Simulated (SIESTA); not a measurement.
Worked example: relaxation of cell and atoms of InSe (C2/m, 4 atoms in the cell) in SIESTA.

Computed with GGA PBEsol, numerical atomic orbitals DZP, PseudoDojo PBEsol standard norm-conserving potentials (rewritten from UPF to PSML) (SIESTA).

```yaml
crystal:
  lattice:
    - [5.82639, -2.05465, 0.00000]
    - [5.82639, 2.05465, 0.00000]
    - [-1.72323, 0.00000, 4.77135]
  atoms:
    - { symbol: In, position: [0.11180, 0.11180, 0.95316] }
    - { symbol: In, position: [0.88820, 0.88820, 0.04684] }
    - { symbol: Se, position: [0.33907, 0.33907, 0.33104] }
    - { symbol: Se, position: [0.66093, 0.66093, 0.66896] }
```

Reference input (self-consistent single point, DFT, GGA PBEsol, numerical atomic orbitals DZP, PseudoDojo PBEsol standard norm-conserving potentials (rewritten from UPF to PSML)): XC.functional = GGA; XC.authors = PBEsol; potentials = PseudoDojo PBEsol standard; PAO.BasisSize = DZP; PAO.EnergyShift = 0.01 Ry; MeshCutoff = 300 Ry; kgrid.MonkhorstPack = 5 5 4; OccupationFunction = FD; ElectronicTemperature = 10 K; MaxSCFIterations = 150; SCF.Mixer.Method = Broyden; SCF.Mixer.Weight = 0.1. This run's input differs from it in these lines:

```diff
@@ -43,2 +43,7 @@
 Diag.ParallelOverK           true
+MD.TypeOfRun                 FIRE
+MD.Steps                     40
+MD.MaxForceTol               0.02 eV/Ang
+MD.VariableCell              true
+MD.MaxStressTol              0.05 GPa
 WriteForces                  true
```

Output, abridged:

```
        iscf     Eharris(eV)        E_KS(eV)     FreeEng(eV)     dDmax    Ef(eV) dHmax(eV)
   scf:    1   -10196.903685   -10195.464917   -10195.464917  1.259519 -2.836518  4.932202
   scf:    2   -10196.249275   -10195.872428   -10195.872428  0.029511 -2.873794  3.962486
   scf:    3   -10196.742849   -10196.456316   -10196.456316  0.095916 -3.093382  1.038805
   scf:    4   -10196.535396   -10196.503865   -10196.503865  0.038525 -3.583677  0.233868
   scf:    5   -10196.506364   -10196.505284   -10196.505284  0.007403 -3.647441  0.058448
   [... 5 lines left out ...]
   scf:   11   -10196.506121   -10196.506121   -10196.506121  0.000050 -3.703874  0.001539
   scf:   12   -10196.506121   -10196.506121   -10196.506121  0.000037 -3.704623  0.000610
   scf:   13   -10196.506121   -10196.506121   -10196.506121  0.000018 -3.704936  0.000293
   scf:   14   -10196.506121   -10196.506121   -10196.506121  0.000008 -3.705054  0.000228
SCF Convergence by DM+H criterion
max |DM_out - DM_in|         :     0.0000081397
max |H_out - H_in|      (eV) :     0.0002278433
SCF cycle converged after 14 iterations

Using DM_out to compute the final energy and forces

siesta: E_KS(eV) =           -10196.5061

siesta: E_KS - E_eggbox =    -10196.5061

siesta: Atomic forces (eV/Ang):
     1   -0.471610    0.000000    0.101173
   [... lines left out ...]
siesta: Pressure (static):          1.33133529  kBar
siesta: Pressure (total):          1.33133529  kBar
No target stress found, assuming hydrostatic MD.TargetPressure.
Target stress (kBar)
outcell: Cell volume (Ang**3)        :    103.9595
        iscf     Eharris(eV)        E_KS(eV)     FreeEng(eV)     dDmax    Ef(eV) dHmax(eV)
siesta: Pressure (static):         -0.50765339  kBar
siesta: Pressure (total):         -0.50765339  kBar
outcell: Cell volume (Ang**3)        :    103.9595
siesta: FreeEng =    -10196.716117
   [... lines left out ...]
siesta:      3    0.010226   -0.000000    0.122373
siesta:      4   -0.010225    0.000000   -0.122371
siesta: ----------------------------------------
siesta:    Tot    0.000001    0.000000    0.000001

siesta: Stress tensor (static) (eV/Ang**3):
siesta:    -0.000515    0.000000   -0.002792
siesta:     0.000000   -0.002895    0.000000
siesta:    -0.002792    0.000000    0.004360

siesta: Constrained stress tensor (static) (eV/Ang**3):
siesta:    -0.000515    0.000000   -0.002792
siesta:     0.000000   -0.002895    0.000000
siesta:    -0.002792    0.000000    0.004360

siesta: Cell volume =        103.959543 Ang**3

siesta: Pressure (static):
siesta:                Solid            Molecule  Units
siesta:          -0.00000345         -0.00009733  Ry/Bohr**3
siesta:          -0.00031685         -0.00893617  eV/Ang**3
siesta:          -0.50765339        -14.31732701  kBar
```

The relaxation ended unconverged. 

The starting cell comes from a database of computed structures (which also holds hypothetical and non-ambient phases and stackings), without a prior relaxation at this level. Values carry the incompleteness of an atom-centred basis.

Cost on one core of a shared machine: roughly 10 min.
